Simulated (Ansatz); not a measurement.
Start from BaTiO3 in the cubic perovskite structure (space group Pm-3m, No. 221; a = 4.019 Å).

All numbers come from Ansatz (an electronic-structure program), PBE, PAW, cutoff 420 eV, no spin-orbit coupling.

Strains are applied to the cell and any free atomic positions relax.

One change was made to it. Results:

```tsv
quantity	base	after
energy relative to the base (free energy F)	0 meV/atom	+99 meV/atom
gap character	indirect, R → Γ	direct at Γ
band gap	1.78 eV	2.00 eV
pressure	0.00 GPa	24.67 GPa
```

Which of these changes matches the shifts?
A. isotropic strain +1.47 %
B. isotropic strain −3.81 %
C. isotropic strain −2.03 %

B, isotropic strain −3.81 %. For comparison, the band gap in the other runs: isotropic strain +1.47 % gives 1.69 eV; isotropic strain −2.03 % gives 1.92 eV.

No phonon test of stability was made. The final runs are not spin-polarised. Many cubic perovskites are stable only at high temperature; tilts and polar distortions were not tested. This is not the structure that BaTiO3 has at room temperature and ambient pressure.
